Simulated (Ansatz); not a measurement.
Base system: Sb (space group R-3m, No. 166; a = 4.3197 Å, c = 11.0234 Å (hexagonal axes); relaxed with 0.1 eV smearing). Axes: x lies along a and z along c of the hexagonal cell.

(Cell as relaxed with PBE-D3(BJ).)

Levels (all Ansatz, a first-principles code, PAW): PBE-D3(BJ) (420 eV, spin-orbit coupling left out); r2SCAN+rVV10 (500 eV, no spin-orbit coupling).

Each level relaxes its own structure.

```
base                 PBE-D3(BJ)  r2SCAN+rVV10
-------------------  ----------  ------------
volume per atom        29.69 Å³      30.63 Å³
lattice parameter a  8.163 bohr    8.175 bohr
band gap                   zero          zero
```

Now apply this change: the cell is compressed by 5.74 % along z with no lateral relaxation, atoms relaxed at fixed cell.

```tsv
quantity	PBE-D3(BJ)	r2SCAN+rVV10
energy relative to the base (free energy F)	+18 meV/atom	+15 meV/atom
stress (xx, yy, zz, yz, xz, xy; compression positive)	(2.1, 2.1, 3.4, 0.0, 0.0, 0.0) GPa	(1.7, 1.7, 3.1, 0.0, 0.0, 0.0) GPa
```

PBE-D3(BJ)'s energy relative to the base lies 2.1 meV/atom above r2SCAN+rVV10's. Neither level is exact; r2SCAN+rVV10 is the comparison here, not a measurement.

With Sb present, leaving out spin-orbit coupling can change the band edges. The cells carry an imposed strain or load. Whether these cells are dynamically stable was not tested.
